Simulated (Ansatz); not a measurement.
The starting structures come from a database of crystals and need not be the phases stable at ambient conditions.

Inside the gap of an insulator the Bloch states are evanescent, with a wavenumber k + iκ along the transport direction.

Consider the following.

```
CELL_PARAMETERS angstrom
      7.11026    -0.00982     0.00449
     -2.97426     6.90521    -0.01318
      0.00000     2.38024     5.20283
ATOMIC_POSITIONS crystal
  Pb 0.27221 0.04864 0.47568
  Pb 0.72779 0.95136 0.52432
  Pb 0.10782 0.29395 0.85303
  Pb 0.89218 0.70605 0.14697
  S  0.34343 0.66090 0.16955
  S  0.65657 0.33910 0.83045
  O  0.00000 0.00000 0.74671
  O  0.00000 0.00000 0.25329
  O  0.29918 0.42969 0.28515
  O  0.70082 0.57031 0.71485
  O  0.75298 0.29356 0.63962
  O  0.24702 0.70644 0.36038
  O  0.24702 0.70644 0.93317
  O  0.75298 0.29356 0.06683
  O  0.57332 0.79652 0.10174
  O  0.42668 0.20348 0.89826
```

Space group of this cell: C2/m. The cell was relaxed by PBE-D3(BJ); by r2SCAN its mean pressure is -2.8 GPa.

Transport runs along the normal of the first two printed cell vectors.

No gap correction and no spin-orbit coupling; mid-gap values are interpolated between computed energies.

Question: Give the band gap and the smallest decay constant κ at mid-gap that r2SCAN run with Ansatz (a program for electronic structure) yields.

Answer: Gap 3.53 eV on a 6×6×6 mesh; κ = 0.364 1/Å, at (0.500, 0.500) of the in-plane reciprocal vectors. At the zone centre, at the nearest computed energy, the slowest state has κ = 0.38 1/Å.
